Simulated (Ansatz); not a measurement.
W2C, pressure series

Consider W2C (space group P-3m1, No. 164; a = 3.035 Å, c = 4.656 Å).

Cell and atoms are relaxed at each pressure.

Method: Kohn–Sham DFT with the PBE-D3(BJ) functional, run in Ansatz (a first-principles code) with PAW and 420 eV plane waves, scalar-relativistic without spin-orbit coupling.

```json
[
 {"P (GPa)": "-2.00", "V (Å³/atom)": "12.456"},
 {"P (GPa)": "-1.00", "V (Å³/atom)": "12.417"},
 {"P (GPa)": "0.29", "V (Å³/atom)": "12.368"},
 {"P (GPa)": "0.69", "V (Å³/atom)": "12.353"},
 {"P (GPa)": "1.50", "V (Å³/atom)": "12.323"},
 {"P (GPa)": "3.00", "V (Å³/atom)": "12.269"},
 {"P (GPa)": "4.99", "V (Å³/atom)": "12.197"},
 {"P (GPa)": "7.49", "V (Å³/atom)": "12.111"},
 {"P (GPa)": "9.99", "V (Å³/atom)": "12.028"}
]
```

A third-order Birch–Murnaghan fit to these points gives V₀ = 12.38 Å³/atom, B₀ = 327 GPa and B₀′ = 4.0. At pressure 10 GPa the volume is 97.2 % of V₀.

Load acts through the strain it causes; cell and atoms are relaxed under it. Whether these cells are dynamically stable was not tested. Competing high-pressure phases were not computed. The final runs are not spin-polarised.
